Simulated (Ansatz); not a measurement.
Cell of fcc Pt (0 0 1) on cubic SrTiO3 (0 0 1) (film strained to the substrate, started from cuts of the bulks and a machine-learned relaxation; slabs Sr4O10Ti3 and Pt12, which can lie off the formulas), relaxed at this level with a, b, gamma of the cell held:…

```xyz
29
Lattice="3.9368 0.0001 -0.0036 0.0000 3.9365 0.0590 -1.9948 1.3883 27.6259" Properties=species:S:1:pos:R:3 pbc="T T T"
Sr     0.1382     4.3631     1.4372
O      2.0678     2.3220     1.5520
Sr     0.1173     4.2533     5.4053
Ti     2.0915     2.3316     3.3522
O      0.1038     2.2931     3.5481
O      2.0695     4.2657     3.5764
O      2.0711     2.2630     5.5869
Sr     0.1037     4.1766     9.4223
Ti     2.0822     2.2489     7.4027
O      0.1010     2.2256     7.5942
O      2.0656     4.1962     7.6222
O      2.0808     2.2012     9.6132
Sr     0.1102     4.1127    13.3222
Ti     2.0717     2.1735    11.4302
O      0.1223     2.1715    11.5856
O      2.0927     4.1412    11.6133
O      2.0972     2.1462    13.7237
Pt     0.1369     2.0906    18.0606
Pt     2.1048     4.0588    18.0885
Pt     2.0980     2.1202    15.7715
Pt     0.1332     4.0847    16.2699
Pt     0.1410     2.0312    22.0772
Pt     2.1098     3.9984    22.1048
Pt     2.1074     2.0609    20.0855
Pt     0.1390     4.0301    20.0837
Pt     0.1450     1.9638    26.0506
Pt    -1.8244     3.9344    26.0816
Pt    -1.8254     1.9976    24.0687
Pt     0.1433     3.9662    24.1213
```

Level of theory: PBE (plane waves to 420 eV, PAW; Ansatz, a program for electronic structure). Spin–orbit coupling is left out; the runs are not spin-polarised. Its k-point mesh 8×8×1, Fermi–Dirac width 0.05 eV.

Q: Give the plane-averaged electrostatic potential energy of an electron along the normal (the smooth PAW potential), about its mean over the cell.

A: (z (Å), V (eV)): (0.000, 11.34); (0.288, 10.23); (0.575, 7.90); (0.863, 2.55); (1.294, -7.64); (1.581, -6.94); (1.869, -0.22); (2.156, 6.12); (2.444, 7.47); (2.731, 5.85); (3.019, 1.52); (3.450, -3.34); (3.738, -1.15); (4.025, 4.36); (4.313, 8.00); (4.600, 6.67); (4.888, 1.37); (5.175, -5.76); (5.606, -5.87); (5.894, 1.04); (6.181, 6.81); (6.469, 7.96); (6.756, 6.28); (7.044, 2.02); (7.475, -3.34); (7.763, -1.59); (8.050, 3.73); (8.338, 7.71); (8.625, 6.46); (8.913, 1.17); (9.200, -5.88); (9.631, -5.77); (9.919, 1.14); (10.206, 6.84); (10.494, 7.96); (10.781, 6.15); (11.069, 1.41); (11.356, -2.88); (11.788, -1.64); (12.075, 3.64); (12.363, 6.88); (12.650, 4.55); (12.938, -0.94); (13.225, -5.76); (13.513, -5.14); (13.944, 3.47); (14.231, 8.18); (14.519, 10.25); (14.806, 9.52); (15.094, 5.74); (15.381, -0.21); (15.669, -6.57); (16.100, -8.94); (16.388, -4.66); (16.675, 1.36); (16.963, 5.31); (17.250, 3.44); (17.538, -4.09); (17.825, -10.37); (18.256, -9.94); (18.544, -3.28); (18.831, 4.15); (19.119, 5.75); (19.406, -0.05); (19.694, -7.73); (19.981, -11.68); (20.413, -7.02); (20.700, 0.78); (20.988, 5.92); (21.275, 3.39); (21.563, -4.29); (21.850, -10.49); (22.281, -9.85); (22.569, -3.11); (22.856, 4.22); (23.144, 5.51); (23.431, -0.54); (23.719, -8.09); (24.006, -11.72); (24.438, -6.67); (24.725, 1.13); (25.013, 5.81); (25.300, 2.39); (25.588, -5.31); (25.875, -10.76); (26.163, -10.63); (26.594, -0.46); (26.881, 7.48); (27.169, 10.84); (27.456, 11.52)
